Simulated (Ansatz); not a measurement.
Consider Ga2O3 in the corundum structure (space group R-3c, No. 167).

```
CELL_PARAMETERS angstrom
      2.52885     1.46003     4.54101
     -2.52885     1.46003     4.54101
      0.00000    -2.92006     4.54101
ATOMIC_POSITIONS crystal
  Ga 0.64416 0.64416 0.64416
  Ga 0.14416 0.14416 0.14416
  Ga 0.35584 0.35584 0.35584
  Ga 0.85584 0.85584 0.85584
  O  0.75000 0.44687 0.05313
  O  0.05313 0.75000 0.44687
  O  0.25000 0.55313 0.94687
  O  0.55313 0.94687 0.25000
  O  0.94687 0.25000 0.55313
  O  0.44687 0.05313 0.75000
```

Cartesian axes are those of the cell as printed.

Method: Ansatz (a program for electronic structure), PBE, PAW, cutoff 420 eV, scalar-relativistic without spin-orbit coupling.

For the base:

```
Quantity                                Value
-----------------------------  --------------
Electron mass                  0.21 mₑ (at Γ)
Band gap                              2.40 eV
Width of the top valence band         0.43 eV
```

It is then changed as follows: biaxial strain −3.00 %, plane normal [001], relaxed out of plane (Cartesian); in-plane vectors clamped, the third vector and the atoms free.

Task: Estimate the effect on the electron mass, band gap and width of the top valence band.

Result: The electron mass goes from 0.21 mₑ (at Γ) to 0.22 mₑ out of plane, 0.24 mₑ in plane (at Γ); the band gap increases by 0.37 eV (2.40 eV → 2.77 eV); the width of the top valence band increases by 0.04 eV to 0.47 eV.

Effective masses come from finite differences of ±0.01 Å⁻¹. No phonon test of stability was made.
